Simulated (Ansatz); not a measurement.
**Hypothetical diamond Ba, pressure series**

Consider Ba in the diamond structure (space group Fd-3m, No. 227; a = 7.675 Å; a hypothetical phase, not in the database extracts checked).

Cell and atoms are relaxed at each pressure.

Computed with Ansatz (a program for electronic structure) PBE, no spin-orbit coupling.

```
pressure (GPa)  volume per atom (Å³/atom)
--------------  -------------------------
0                                  56.502
0.3                                54.730
0.7                                52.925
1.5                                50.288
3                                  47.050
5                                       ?
7.5                                41.665
10                                 39.774
```

Q: Fit the third-order Birch–Murnaghan form P(V) = (3B₀/2)[(V₀/V)^(7/3) − (V₀/V)^(5/3)]·[1 + (3/4)(B₀′ − 4)((V₀/V)^(2/3) − 1)] (squares taken in P) to the rows shown and predict the withheld row.

A: Least squares on the printed values gives V₀ = 56.414 Å³/atom, B₀ = 8.87 GPa, B₀′ = 7.1; this predicts 44.152 Å³/atom, and the run gives 44.185 Å³/atom, 0.033 higher.

Load acts through the strain it causes; cell and atoms are relaxed under it. Stability against distortions was not tested. No other phases were tried under pressure.
